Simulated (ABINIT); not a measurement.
Input and output of a self-consistent single point for Zr4BN3 (Pm-3m, 8 atoms in the cell) (ABINIT).

Computed with LDA (PW92), norm-conserving pseudopotentials (PseudoDojo nc-sr-04 LDA standard) (plane waves; ABINIT).

```xyz
8
Lattice="4.6586 0.0000 0.0000 0.0000 4.6586 0.0000 0.0000 0.0000 4.6586" Properties=species:S:1:pos:R:3 pbc="T T T"
Zr     2.3293     0.0000     0.0000
Zr     0.0000     2.3293     0.0000
Zr     0.0000     0.0000     2.3293
Zr     2.3293     2.3293     2.3293
B      0.0000     0.0000     0.0000
N      0.0000     2.3293     2.3293
N      2.3293     0.0000     2.3293
N      2.3293     2.3293     0.0000
```

Reference input (self-consistent single point, DFT, PBEsol, plane waves, norm-conserving pseudopotentials (PseudoDojo nc-sr-04 PBEsol standard)): pseudos = [Zr.upf, B.upf, N.upf]; ecut = 42 Ha; occopt = 3; tsmear = 0.1 eV; ngkpt = 7 7 7; nshiftk = 1; shiftk = 0 0 0; potentials = PseudoDojo nc-sr-04 PBEsol standard; nband = 42; kptopt = 1; nstep = 80; tolvrs = 1e-10. This run's input differs from it in these lines:

```diff
@@ -1,2 +1,2 @@
-# Zr4BN3, PseudoDojo nc-sr-04 PBEsol standard
+# Zr4BN3, PseudoDojo nc-sr-04 LDA standard
 pp_dirpath "./"
```

Its files differ too (potentials: PseudoDojo nc-sr-04 PBEsol standard → PseudoDojo nc-sr-04 LDA standard).

Output, abridged:

```
--- !BeginCycle
solver: {iscf: 7, nstep: 80, nline: 4, wfoptalg: 0, }
tolerances: {tolvrs: 1.00E-10, }
...

     iter   Etot(hartree)      deltaE(h)  residm     vres2
 ETOT  1  -236.47725915227    -2.365E+02 7.452E-02 3.464E+03
 ETOT  2  -236.03850297290     4.388E-01 4.442E-02 4.967E+03
 ETOT  3  -237.20349194834    -1.165E+00 1.259E-02 4.880E+02
 ETOT  4  -237.27349789336    -7.001E-02 8.894E-03 2.261E+01
 ETOT  5  -237.27524911952    -1.751E-03 1.614E-03 1.139E+01
   [... 4 lines left out ...]
 ETOT 10  -237.27697506936    -3.811E-09 6.172E-04 8.028E-07
 ETOT 11  -237.27697506947    -1.120E-10 6.421E-04 9.792E-09
 ETOT 12  -237.27697506947    -2.927E-12 7.237E-04 1.568E-09
 ETOT 13  -237.27697506947    -1.137E-13 7.271E-04 6.827E-11
 At SCF step   13       vres2   =  6.83E-11 < tolvrs=  1.00E-10 =>converged.

 Cartesian components of stress tensor (hartree/bohr^3)
  sigma(1 1)=  3.40210970E-04  sigma(3 2)=  0.00000000E+00
  sigma(2 2)=  3.40210970E-04  sigma(3 1)=  0.00000000E+00
  sigma(3 3)=  3.40210970E-04  sigma(2 1)=  0.00000000E+00

 ----iterations are completed or convergence reached----

 reduced coordinates (array xred) for    8 atoms
       0.500000000000      0.000000000000      0.000000000000
       0.000000000000      0.500000000000      0.000000000000
       0.000000000000      0.000000000000      0.500000000000
       0.500000000000      0.500000000000      0.500000000000
       0.000000000000      0.000000000000      0.000000000000
       0.000000000000      0.500000000000      0.500000000000
   [... lines left out ...]
 Fermi (or HOMO) energy (eV) =  12.28591   Average Vxc (eV)= -12.77128
   [... lines left out ...]
total_energy        : -2.37276975069474E+02
total_energy_eV     : -6.45663484975510E+03
band_energy         : -1.56620237819102E+01
...

-Cartesian components of stress tensor (GPa)         [Pressure= -1.0009E+01 GPa]
- sigma(1 1)=  1.00093506E+01  sigma(3 2)=  0.00000000E+00
- sigma(2 2)=  1.00093506E+01  sigma(3 1)=  0.00000000E+00
- sigma(3 3)=  1.00093506E+01  sigma(2 1)=  0.00000000E+00

 Calculation completed.
```

The run converged in 13 iterations. Against the reference run the pressure goes from -5.52 to -10.01 GPa.

The starting cell comes from a database of computed structures (which also holds hypothetical and non-ambient phases and stackings), without a prior relaxation at this level. With a pressure of about -10 GPa the cell is away from its equilibrium volume at this level.

Cost on one core of a shared machine: roughly 5 min.
